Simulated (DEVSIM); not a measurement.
Device: abrupt Si n-p junction, at 250 K.

| layer (left to right) | material | thickness (μm) | Nd (cm⁻³) | Na (cm⁻³) | τn (s) | τp (s) |
|---|---|---|---|---|---|---|
| 1 | Si | 0.240 | 1.6e17 | - | 3.7e-7 | 3.7e-7 |
| 2 | Si | 9.20 | - | 8.4e16 | 3.7e-7 | 3.7e-7 |

Left contact: ohmic. Right contact: ohmic. Voltage is applied to the left contact. Recombination: SRH at mid-gap, radiative, Auger. Mobility is μmin + (μ − μmin)/(1 + (N/Nref)^α).

The device is made up for the run: typed textbook-type constants, with dimensions and the other settings drawn at random. Values at 300 K; Nc and Nv go as T^1.5, mobilities as T to minus their exponent, the gap by Varshni's rule with the affinity fixed.

```
parameter               Si
----------------  --------
gap (eV)             1.124
affinity (eV)         4.05
permittivity          11.7
Nc (cm⁻³)          2.86e19
Nv (cm⁻³)           3.1e19
μn (cm²/Vs)           1417
μp (cm²/Vs)            470
μn,min                  52
μp,min                  45
Nref,n              9.7e16
Nref,p              2.2e17
αn                    0.68
αp                    0.72
T exponent of μn       2.3
T exponent of μp       2.2
B (cm³/s)          4.7e-15
Cn (cm⁶/s)         2.8e-31
Cp (cm⁶/s)         9.9e-32
Varshni α (eV/K)  0.000473
Varshni β (K)          636
```

Simulated with DEVSIM: 1D drift-diffusion, Boltzmann statistics, complete ionisation; no tunnelling, impact ionisation, image-force lowering or self-heating.

The thickness of layer 1 was swept, all else fixed.

```json
[
 {"thickness of layer 1 (μm)": "0.048", "dark forward voltage at 1 A/cm² (V)": "0.677", "dark forward voltage at 100 A/cm² (V)": "0.796"},
 {"thickness of layer 1 (μm)": "0.084", "dark forward voltage at 1 A/cm² (V)": "(withheld)", "dark forward voltage at 100 A/cm² (V)": "(withheld)"},
 {"thickness of layer 1 (μm)": "0.14", "dark forward voltage at 1 A/cm² (V)": "0.709", "dark forward voltage at 100 A/cm² (V)": "0.825"},
 {"thickness of layer 1 (μm)": "0.24", "dark forward voltage at 1 A/cm² (V)": "0.721", "dark forward voltage at 100 A/cm² (V)": "0.835"},
 {"thickness of layer 1 (μm)": "0.41", "dark forward voltage at 1 A/cm² (V)": "0.732", "dark forward voltage at 100 A/cm² (V)": "0.842"},
 {"thickness of layer 1 (μm)": "0.72", "dark forward voltage at 1 A/cm² (V)": "0.741", "dark forward voltage at 100 A/cm² (V)": "0.849"},
 {"thickness of layer 1 (μm)": "1.2", "dark forward voltage at 1 A/cm² (V)": "0.748", "dark forward voltage at 100 A/cm² (V)": "0.855"}
]
```

Q: Complete the blanks.

A: 
- 0.084, dark forward voltage at 1 A/cm² (V): 0.696
- 0.084, dark forward voltage at 100 A/cm² (V): 0.813
